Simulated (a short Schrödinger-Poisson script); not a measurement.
System: gated Al0.33Ga0.67N/GaN polarisation-induced gas, at 77 K.

| layer | material | thickness (nm) | Na (cm⁻³) |
|---|---|---|---|
| 1 | Al0.33Ga0.67N | 15 | - |
| 2 | GaN | 6000 | 1e14 |

Constants are typed, rounded textbook-type inputs, not results; the design itself was drawn at random and stands for no fabricated device. Al0.33Ga0.67N: permittivity 9.3, conduction-band edge (eV) 0.462, gap (eV) 4.09, electron mass (mₑ) 0.24, Nv at 300 K (cm⁻³) 4.6e19. GaN: permittivity 9.5, conduction-band edge (eV) 0, gap (eV) 3.43, Nv at 300 K (cm⁻³) 4.6e19.

Channel valleys (confinement mass, in-plane density-of-states mass, number): Γ 0.2, 0.2, 1. At the gate the conduction-band edge of layer 1 lies 1.27 eV − eVg above the Fermi level of the channel; the field vanishes at the back. Sheet of polarisation charge: +1.6e13 e/cm² at 15 nm from the gate. The barrier under the gate holds no holes. Gaps are held at their typed values at every temperature. Mesh 0.08 nm at interfaces.

Solved with a short Schrödinger-Poisson script written for these runs: 1D Poisson equation in equilibrium, electrons quantum, Hartree plus LDA exchange-correlation (BenDaniel-Duke, 40 states a valley, the channel's in-plane mass for all, wave functions free to enter the barrier), parabolic valleys, classical holes, full ionisation, no traps, pinning or gate leakage.

The same stack at other levels of the model or other numerical settings:

| run | sheet density of all electrons at Vg = 0.5 V (cm⁻²) | sheet density of all electrons at Vg = -2.5 V (cm⁻²) | capacitance at Vg = 0.5 V (μF/cm²) | centroid of the channel electrons at Vg = 0.5 V (nm) | rough cost against the base |
|---|---|---|---|---|---|
| base | 1.36e13 | 4.03e12 | 0.524 | 1.63 | about 1 |
| electrons treated as classical, Boltzmann | 1.46e13 | 4.44e12 | 0.545 | 0.29 | 0.01 |
| electrons treated as classical, Fermi-Dirac | 1.35e13 | 4.06e12 | 0.508 | 1.59 | 0.05 |
| electrons treated as quantum, Hartree | 1.35e13 | 3.92e12 | 0.522 | 1.81 | 0.5 |
| mesh six times as coarse | 1.36e13 | 4.02e12 | 0.524 | 1.57 | 0.3 |
| one subband a valley | 1.36e13 | 4.03e12 | 0.521 | 1.35 | 0.3 |

The classical rows ignore confinement, and Boltzmann statistics overrate the density once the band edge passes the Fermi level.
